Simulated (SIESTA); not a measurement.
**A self-consistent single point of Al5Co2 (P6_3/mmc, 28 atoms in the cell) with SIESTA**

Level of theory: LDA PW92, numerical atomic orbitals DZP, PseudoDojo LDA standard norm-conserving potentials (rewritten from UPF to PSML) in SIESTA 5.4.2.

Input as run:

```
# files in the folder: Al.psml Co.psml (PseudoDojo LDA standard)
SystemName  Al5Co2
SystemLabel siesta

NumberOfAtoms                28
NumberOfSpecies              2
%block ChemicalSpeciesLabel
  1 13 Al
  2 27 Co
%endblock ChemicalSpeciesLabel
LatticeConstant              1.0 Ang
%block LatticeVectors
     7.604740000    0.000000000    0.000000000
    -3.802370000    6.585898000    0.000000000
     0.000000000    0.000000000    7.513980000
%endblock LatticeVectors
AtomicCoordinatesFormat      Fractional
%block AtomicCoordinatesAndAtomicSpecies
     0.000000000    0.000000000    0.000000000  1
     0.000000000    0.000000000    0.500000000  1
     0.468125000    0.936250000    0.250000000  1
     0.531875000    0.063750000    0.750000000  1
     0.531875000    0.468125000    0.750000000  1
     0.468125000    0.531875000    0.250000000  1
     0.063750000    0.531875000    0.250000000  1
     0.936250000    0.468125000    0.750000000  1
     0.193955000    0.387910000    0.939160000  1
     0.806045000    0.612090000    0.060840000  1
     0.806045000    0.193955000    0.439160000  1
     0.193955000    0.806045000    0.560840000  1
     0.612090000    0.806045000    0.939160000  1
     0.387910000    0.193955000    0.060840000  1
     0.806045000    0.612090000    0.439160000  1
     0.193955000    0.387910000    0.560840000  1
     0.193955000    0.806045000    0.939160000  1
     0.806045000    0.193955000    0.060840000  1
     0.387910000    0.193955000    0.439160000  1
     0.612090000    0.806045000    0.560840000  1
     0.333333000    0.666667000    0.750000000  2
     0.666667000    0.333333000    0.250000000  2
     0.126985000    0.253970000    0.250000000  2
     0.873015000    0.746030000    0.750000000  2
     0.873015000    0.126985000    0.750000000  2
     0.126985000    0.873015000    0.250000000  2
     0.746030000    0.873015000    0.250000000  2
     0.253970000    0.126985000    0.750000000  2
%endblock AtomicCoordinatesAndAtomicSpecies

XC.functional                LDA
XC.authors                   PW92
PAO.BasisSize                DZP
PAO.EnergyShift              0.01 Ry
MeshCutoff                   300 Ry
%block kgrid.MonkhorstPack
    4   0   0  0.0
    0   4   0  0.0
    0   0   4  0.0
%endblock kgrid.MonkhorstPack
OccupationFunction           FD
ElectronicTemperature        580.23 K

MaxSCFIterations             150
SCF.Mixer.Method             Broyden
SCF.Mixer.Weight             0.2
SCF.Mixer.History            6
SCF.DM.Tolerance             1.0E-04
Diag.ParallelOverK           true
WriteForces                  true
```

The program printed (abridged):

```
reinit: Reading from file input.fdf

reinit: System Name: Al5Co2
reinit: System Label: siesta

coor:   Atomic-coordinates input format  =     Fractional

siesta: Atomic coordinates (Bohr) and species
siesta:      0.00000   0.00000   0.00000  1        1
siesta:      0.00000   0.00000   7.09968  1        2
siesta:      0.00000  11.65214   3.54984  1        3
siesta:      7.18544   0.79340  10.64952  1        4
siesta:      4.27983   5.82607  10.64952  1        5
siesta:      2.90561   6.61947   3.54984  1        6
   [... 17 lines left out ...]
siesta:      7.18544   9.28475  10.64952  2       24
siesta:     11.63355   1.58040  10.64952  2       25
siesta:     -4.44811  10.86515   3.54984  2       26
siesta:      4.44811  10.86515   3.54984  2       27
siesta:      2.73733   1.58040  10.64952  2       28

siesta: System type = bulk

initatomlists: Number of atoms, orbitals, and projectors:     28   412   504

siesta: ******************** Simulation parameters ****************************
redata: Spin configuration                          = none
redata: Time-Reversal Symmetry                      = T
redata: Number of Atomic Species                    =        2
redata: Mesh Cutoff                                 =   300.0000 Ry
redata: Net charge of the system                    =     0.0000 |e|
redata: Min. number of SCF Iter                     =        0
redata: Max. number of SCF Iter                     =      150
redata: SCF convergence failure will abort job
redata: SCF mix quantity                            = Hamiltonian
redata: Mix DM or H after convergence               =   F
redata: Recompute H after scf cycle                 =   F
redata: Mix DM in first SCF step                    =   T
redata: No kicks to SCF
redata: DM Mixing Weight for Kicks                  =     0.5000
redata: Require Harris convergence for SCF          =   F
   [... lines left out ...]
diag: Parallel distribution                         =     1 x     1
diag: Used triangular part                          = Lower
diag: Absolute tolerance                            =  0.100E-15
diag: Orthogonalization factor                      =  0.100E-05
diag: Memory factor                                 =  1.0000

superc: Internal auxiliary supercell:     5 x     5 x     5  =     125
superc: Number of atoms, orbitals, and projectors:   3500  51500  63000

                        Single-point calculation

superc: Internal auxiliary supercell:     5 x     5 x     5  =     125
superc: Number of atoms, orbitals, and projectors:   3500  51500  63000

outcell: Unit cell vectors (Ang):
        7.604740    0.000000    0.000000
       -3.802370    6.585898    0.000000
        0.000000    0.000000    7.513980

outcell: Cell vector modules (Ang)   :    7.604740    7.604740    7.513980
outcell: Cell angles (23,13,12) (deg):     90.0000     90.0000    120.0000
outcell: Cell volume (Ang**3)        :    376.3305
new_DM -- step:     1
Initializing Density Matrix...

Attempting to read DM from file... Failed...
DM filled with atomic data:

InitMesh: MESH = 72 x 72 x 80 = 414720
InitMesh: Mesh cutoff (required, used) =   300.000   313.287 Ry

stepf: Fermi-Dirac step function
        iscf     Eharris(eV)        E_KS(eV)     FreeEng(eV)     dDmax    Ef(eV) dHmax(eV)
   scf:    1   -33850.172942   -34363.195398   -34363.228539  1.707251 -4.006064 38.512149
   scf:    2   -33776.205663   -34388.124607   -34388.162150  0.441226 -6.106789 37.202800
   scf:    3   -34595.116543   -34547.554788   -34547.590481  0.178142 -5.611006 11.456656
   scf:    4   -34558.711203   -34557.576112   -34557.613070  0.095938 -5.415354  3.933351
   scf:    5   -34554.574934   -34559.466338   -34559.511472  0.090707 -5.265504  3.281671
   scf:    6   -34547.512911   -34557.446823   -34557.479588  0.098875 -5.418249  4.868311
   scf:    7   -34552.999847   -34559.451302   -34559.494922  0.073804 -5.267108  3.153483
   scf:    8   -34560.911272   -34560.270097   -34560.312351  0.011776 -5.285723  2.086950
   scf:    9   -34560.883797   -34560.843231   -34560.882303  0.017224 -5.331798  0.048267
   scf:   10   -34560.843352   -34560.843397   -34560.882535  0.000946 -5.331018  0.026420
   scf:   11   -34560.843448   -34560.843444   -34560.882576  0.000541 -5.331681  0.031366
   scf:   12   -34560.843510   -34560.843493   -34560.882620  0.000386 -5.332164  0.004559
   scf:   13   -34560.843498   -34560.843496   -34560.882623  0.000170 -5.332344  0.002821
   scf:   14   -34560.843502   -34560.843499   -34560.882624  0.000085 -5.332496  0.001145
   scf:   15   -34560.843501   -34560.843500   -34560.882624  0.000035 -5.332568  0.000986
SCF Convergence by DM+H criterion
max |DM_out - DM_in|         :     0.0000348136
max |H_out - H_in|      (eV) :     0.0009856158
SCF cycle converged after 15 iterations

Using DM_out to compute the final energy and forces

siesta: E_KS(eV) =           -34560.8435

siesta: E_KS - E_eggbox =    -34560.8435

siesta: Atomic forces (eV/Ang):
     1   -0.000000   -0.000000   -0.000003
     2   -0.000000   -0.000000    0.000003
     3   -0.000004    0.019073    0.000000
   [... 25 lines left out ...]
   Tot    0.000000    0.000000   -0.000000
   Max    0.090393
   Res    0.031323    sqrt( Sum f_i^2 / 3N )
   Max    0.090393    constrained

Stress tensor Voigt[x,y,z,yz,xz,xy] (kbar):       52.02       52.02       52.02        0.00        0.00        0.00
(Free)E + p*V (eV/cell)   -34573.1015
Target enthalpy (eV/cell)   -34560.8826

siesta: Program's energy decomposition (eV):
siesta: Ebs     =     -5761.251739
siesta: Eions   =     44722.337080
siesta: Ena     =      5223.794326
siesta: Ekin    =     15272.789829
siesta: Enl     =     -3955.392784
siesta: Eso     =         0.000000
siesta: Edftu   =         0.000000
siesta: DEna    =       293.897540
siesta: DUscf   =         7.750112
siesta: DUext   =         0.000000
siesta: Ex      =     -6178.958116
siesta: Ec      =      -502.387326
siesta: Exc     =     -6681.345443
siesta: Eharris =    -34560.843501
siesta: Etot    =    -34560.843500
siesta: FreeEng =    -34560.882624

siesta: Atomic forces (eV/Ang):
siesta:      1   -0.000000   -0.000000   -0.000003
siesta:      2   -0.000000   -0.000000    0.000003
siesta:      3   -0.000004    0.019073    0.000000
siesta:      4    0.000004   -0.019073   -0.000000
siesta:      5   -0.016524    0.009530    0.000000
siesta:      6    0.016524   -0.009529   -0.000000
   [... 18 lines left out ...]
siesta:     25   -0.078280    0.045194    0.000000
siesta:     26    0.078281   -0.045195   -0.000000
siesta:     27   -0.078280   -0.045200    0.000000
siesta:     28    0.078280    0.045200   -0.000000
siesta: ----------------------------------------
siesta:    Tot    0.000000    0.000000   -0.000000

siesta: Stress tensor (static) (eV/Ang**3):
siesta:     0.032470    0.000000    0.000000
siesta:     0.000000    0.032470    0.000000
siesta:     0.000000    0.000000    0.032465

siesta: Cell volume =        376.330490 Ang**3

siesta: Pressure (static):
siesta:                Solid            Molecule  Units
siesta:          -0.00035363         -0.00033624  Ry/Bohr**3
siesta:          -0.03246850         -0.03087192  eV/Ang**3
siesta:         -52.02026903        -49.46226763  kBar
```

The run converged in 15 iterations.

The starting cell comes from a database of computed structures (which also holds hypothetical and non-ambient phases and stackings), without a prior relaxation at this level. Spin polarisation is off. Values carry the incompleteness of an atom-centred basis. With a pressure of about -5 GPa the cell is away from its equilibrium volume at this level.

Cost on one core of a shared machine: roughly 10 min.
